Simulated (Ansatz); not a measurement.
# Carrier properties of GaAs under load (space group P6_3mc)

Data:

```
CELL_PARAMETERS angstrom
      4.12314     0.00000     0.00000
     -2.06157     3.57074     0.00000
      0.00000     0.00000     6.49717
ATOMIC_POSITIONS crystal
  Ga 0.33333 0.66667 0.99755
  Ga 0.66667 0.33333 0.49755
  As 0.33333 0.66667 0.37745
  As 0.66667 0.33333 0.87745
```

The numbers are results of r2SCAN with spin-orbit coupling, rigid bands (plane waves, PAW; Ansatz, a program for electronic structure), not measurements. Condition of this run: biaxial stress in the c plane of -4.8 GPa (compression positive) (the target of the relaxation). Geometry: cell and atoms relaxed with PBEsol, then loaded as said.

```yaml
band_gap: 0.37 eV
electron conductivity mass (300 K, dilute): 0.099 (x), 0.099 (y), 0.96 (z) mₑ
hole conductivity mass (300 K, dilute): 0.71 (x), 0.71 (y), 0.22 (z) mₑ
effective density of states N_c (300 K): 2.5e18 cm⁻³
effective density of states N_v (300 K): 6.1e18 cm⁻³
density_of_states_mass_electrons: 0.21 mₑ
density_of_states_mass_holes: 0.39 mₑ
Seebeck coefficient, n-type 1e19 cm⁻³, 300 K: -123 μV/K
Seebeck coefficient, p-type 1e19 cm⁻³, 300 K: 222 μV/K
```

Rigid bands; masses and Seebeck coefficients take one relaxation time τ for all states and one kind of carrier; polarons and phonon drag are left out. Geometry: cell and atoms relaxed with PBEsol.
